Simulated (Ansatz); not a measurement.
The parent structure is MoS$_{2}$ in the fluorite structure (space group Fm-3m, No. 225; a = 5.8453 Å; ferromagnetic; a hypothetical phase, not in the database extracts checked; relaxed with 0.1 eV smearing). Axes: x, y, z lie along the cube axes.

Modification: the cell is compressed by 0.20 % along y with no lateral relaxation, atoms relaxed at fixed cell.

Levels (all Ansatz, an electronic-structure program, PAW): PBEsol (420 eV, without spin-orbit coupling); r2SCAN (500 eV, scalar-relativistic without spin-orbit coupling).

The geometry is relaxed with PBEsol.

- PBEsol pressure: 0.2 GPa
- PBEsol largest site moment: 1.07 μB
- PBEsol magnetic state: ferromagnetic

What does r2SCAN give at this geometry for the pressure, largest site moment and magnetic state?

The pressure rises by 8.63 GPa (0.2 GPa → 8.9 GPa); the largest site moment goes up by 0.34 μB (1.07 μB → 1.41 μB); the magnetic state remains ferromagnetic.

Other magnetic orders, which the real material may have, were not ruled out. Single points use the geometry relaxed with PBEsol. Their cutoffs differ, which shifts pressures a little. The cells carry an imposed strain or load. No phonon test of stability was made.
